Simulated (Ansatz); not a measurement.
**S on the 1x1 (110) surface of bcc Ta, one in a 2x2 cell, started at the site 'hollow Ta-Ta-Ta'**

The numbers are results of PBE (plane waves to 420 eV, PAW; Ansatz, a first-principles code), not measurements.

Slab: 17 atoms, 6.8 Å thick at the start under the adsorbate (thin: gaps and levels are the slab's own); k 5x5x1, smearing 0.1 eV, dipole-corrected; 8 atoms held, the rest relaxed; start symmetry kept, larger cells not searched; no spin, no spin-orbit, no U, no dispersion correction. At the end it is bonded to 4 Ta. In PBE it is, or lies within 0.03 eV of, the lowest of the starts that converged.

The adsorption energy against ⅛ S8(g) comes out as -3.42 eV, the work function of the top face is 4.93 eV and the change of the work function is 0.16 eV. The change of the step from the bottom to the top vacuum level, against the clean slab is 0.19 eV and the energy released by relaxation comes out as 1.16 eV. The height of the binding atom over the mean of the host atoms within 0.3 Å of the top one is 1.665 Å, the nearest host atoms of the binding atom is Ta at 2.44 Å, Ta at 2.44 Å, Ta at 2.82 Å and the largest move of a host atom is 0.13 Å. The note is the adsorbate left its starting site by 0.6 Å. The cost is roughly 10 core-minutes.

A negative adsorption energy means that the adsorbate is more stable on the surface than in its reference.
